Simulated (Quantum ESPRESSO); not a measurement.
**Several settings converged on Au (Fm-3m, 1 atom in the cell)**

```
CELL_PARAMETERS angstrom
     -2.03388     0.00000     2.03388
      0.00000     2.03388     2.03388
     -2.03388     2.03388     0.00000
ATOMIC_POSITIONS crystal
  Au 0.00000 0.00000 0.00000
```

Base method: PBEsol, SSSP 1.1.2 precision (PBE) pseudopotentials (plane waves; Quantum ESPRESSO).

Base settings: ecutwfc = 75 Ry; occupations = smearing; smearing = fermi-dirac; degauss = 0.0073499 Ry; input_dft = pbesol; potentials = {Au: Au_ONCV_PBE-1.0.oncvpsp.upf}; K_POINTS = automatic 14 14 14 0 0 0; conv_thr = 1e-10 Ry; mixing_beta = 0.4.

The count of work is k-points × plane waves × bands × iterations; it is no time. Core times come from one kind of shared machine, to one figure; runs under 30 s give none.

**The k-point mesh at a smearing width of 0.05 eV**

In this ladder: degauss = 0.0036749 Ry.

The second cell is the first with its lattice scaled by 0.98.

Only quantities that move along the ladder and can be compared are tabulated.

| K_POINTS | free energy less the last step's (meV/atom) | energy of the compressed cell less the first (meV/atom) | pressure (GPa) | count of work / last | core time / last (rough) |
|---|---|---|---|---|---|
| automatic 5 5 5 0 0 0 | -109.48 | 38.45 | 0.21 | 0.020 | – |
| automatic 6 6 6 0 0 0 | 71.46 | 56.20 | 2.63 | 0.029 | – |
| automatic 7 7 7 0 0 0 | -52.04 | 44.35 | 0.96 | 0.036 | – |
| automatic 9 9 9 0 0 0 | -24.02 | 45.63 | 1.11 | 0.062 | – |
| automatic 10 10 10 0 0 0 | 21.48 | 48.09 | 1.61 | 0.084 | – |
| automatic 13 13 13 0 0 0 | -4.18 | 43.94 | 0.86 | 0.15 | – |
| automatic 15 15 15 0 0 0 | -1.13 | 44.72 | 1.02 | 0.21 | 0.3 |
| automatic 22 22 22 0 0 0 | -1.09 | 45.62 | 1.14 | 0.59 | 0.7 |
| automatic 27 27 27 0 0 0 | 0.00 | 45.54 | 1.12 | 1.0 | 1 |

Coarsest K_POINTS that holds the pressure within 0.2 GPa of the last step, with all finer ones: automatic 15 15 15 0 0 0, at 0.21 of the last step's count of work and about 0.3 of the last step's time; the step before is off by 0.27 GPa.

Coarsest K_POINTS that holds the energy of the compressed cell less the first within 1 meV/atom of the last step, with all finer ones: automatic 15 15 15 0 0 0, at 0.21 of the last step's count of work and about 0.3 of the last step's time; the step before is off by 1.6 meV/atom.

Coarsest K_POINTS that holds the free energy within 5 meV/atom of the last step, with all finer ones: automatic 13 13 13 0 0 0, at 0.15 of the last step's count of work; the step before is off by 21 meV/atom.

**The width of Gaussian smearing**

In this ladder: smearing = gaussian; K_POINTS = automatic 23 23 23 0 0 0.

Narrow widths need finer meshes than wide ones, so the last steps can hold mesh noise.

Only quantities that move along the ladder and can be compared are tabulated; pressure and forces are left out, as mesh noise rules them at narrow widths.

```csv
degauss,free energy less the last step's (meV/atom),energy extrapolated to zero width less the last step's (meV/atom),core time / last (rough)
0.073499 Ry,-73.38,0.98,1
0.036749 Ry,-19.25,-1.69,1
0.02205 Ry,-7.62,-1.20,1
0.0147 Ry,-3.70,-0.70,1
0.0073499 Ry,-0.91,-0.16,2
0.0036749 Ry,0.00,0.00,1
```

Widest degauss that holds the free energy within 5 meV/atom of the last step, with all finer ones: 0.0147 Ry; the step before is off by 7.6 meV/atom.

Widest degauss that holds the energy extrapolated to zero width within 0.5 meV/atom of the last step, with all finer ones: 0.0073499 Ry; the step before is off by 0.70 meV/atom.

The extrapolation to zero width removes most of the smearing's effect on the energy.

**The mesh under tetrahedron occupations**

In this ladder: occupations = tetrahedra_opt; smearing = default; degauss = default.

Only quantities that move along the ladder and can be compared are tabulated.

```tsv
K_POINTS	free energy less the last step's (meV/atom)	pressure (GPa)	count of work / last	core time / last (rough)
automatic 6 6 6 0 0 0	67.84	1.38	0.018	–
automatic 7 7 7 0 0 0	48.64	1.39	0.022	–
automatic 9 9 9 0 0 0	18.11	1.22	0.038	–
automatic 11 11 11 0 0 0	7.46	1.17	0.062	–
automatic 14 14 14 0 0 0	2.32	1.15	0.11	0.1
automatic 17 17 17 0 0 0	1.08	1.13	0.18	0.1
automatic 21 21 21 0 0 0	0.38	1.13	0.32	0.3
automatic 32 32 32 0 0 0	0.00	1.13	1.0	1
```

Coarsest K_POINTS that holds the pressure within 0.2 GPa of the last step, with all finer ones: automatic 9 9 9 0 0 0, at 0.038 of the last step's count of work; the step before is off by 0.27 GPa.

Coarsest K_POINTS that holds the free energy within 1 meV/atom of the last step, with all finer ones: automatic 21 21 21 0 0 0, at 0.32 of the last step's count of work and about 0.3 of the last step's time; the step before is off by 1.1 meV/atom.

Two neighbours can agree and both be off: automatic 6 6 6 0 0 0 and automatic 7 7 7 0 0 0 differ by 0.02 GPa in the pressure, yet lie about 0.27 GPa from the last step.

On the base run: the starting cell has typed, rounded lattice constants, without a prior relaxation at this level. Its lattice was rescaled by up to half a per cent.

Left out of this page: 2 runs of the series outside the window shown, repeating another row's setting, or not comparable.
